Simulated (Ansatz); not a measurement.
Troubleshooting Ansatz (a first-principles code): a failed run on Ga2Pt (Fm-3m, 3 atoms in the cell). The aim is a self-consistent single point with DFT, PBEsol, plane waves, default PAW files made with PBE.

Cell that was meant: a = 4.1797 Å, b = 4.1797 Å, c = 4.1797 Å, α = 60.00°, β = 60.00°, γ = 60.00°.

Part of the input:

Ansatz 0.2 input:
```yaml
  pseudopotentials: { kind: paw }
scf:
  occupations: { method: gaussian, width: 0.1 }
  max_iter: 2
output:
  forces: true
  eigenvalues: true
```

Log, with long lists cut:

```
SCF iter   1: F=—  HF=-19871.950531 eV  |F-HF|=—  |Δ(HF+E_count)|=         —  Δρ=3.41e-3  dr2=4.77e-3  ethr=1.77e-3  ⟨swp⟩=4.6  Hψ=7339  notcnv=0
all-band conjugate gradients solve this SCF's bands
preconditioner: auto → LDOS
SCF iter   2: F=—  HF=-19871.952065 eV  |F-HF|=—  |Δ(HF+E_count)|=   1.53e-3  Δρ=3.31e-3  dr2=3.15e-3  ethr=1.08e-5  ⟨swp⟩=3.2  Hψ=4823  notcnv=0
Error: did not converge after 2 iterations: onsite_residual = 6.01e-3 (threshold 1.00e-7), under the density mixer `msr1`, which `scf.mixing.algorithm: auto` chose by the deck's other keys (type `scf.mixing.algorithm: msr1` to keep it); raise `scf.max_iter`, which need not help a stalled SCF, or adjust the mixing (`scf.mixing`) or, under a smearing, its width (`scf.occupations.width`, in either direction: another width is another result); this SCF holds its density and magnetisation to the symmetry operations that it keeps, and cannot end on a state that breaks one of them: if the state sought breaks one, re-run with `crystal.symmetry.detect: false`, without [...]
```

Task: What is wrong, and how is it fixed?

Result: The fault is an iteration limit that is too low. The loop is cut before its threshold is met, so whatever is printed at the end is not self-consistent. To fix it, raise the limit, or leave it to the default. The run ended unconverged after 2 iterations.

The sound input it was made from differs as follows (other fixes are possible):
```diff
-  max_iter: 2
```

With that input, the run converged in 6 iterations: free energy E − TS (on the zero of these files) -19871.9488 eV; Fermi level (on the code's own zero) 13.65 eV; pressure 0.64 GPa (DFT, PBEsol, plane waves, default PAW files made with PBE).

On the sound input: the starting cell comes from a database of published, mostly measured structures (it also holds non-ambient and calculated ones), without a prior relaxation at this level. Spin-orbit coupling is off. Spin polarisation is off. Ansatz's pressure includes its estimate of the finite-basis (Pulay) stress.
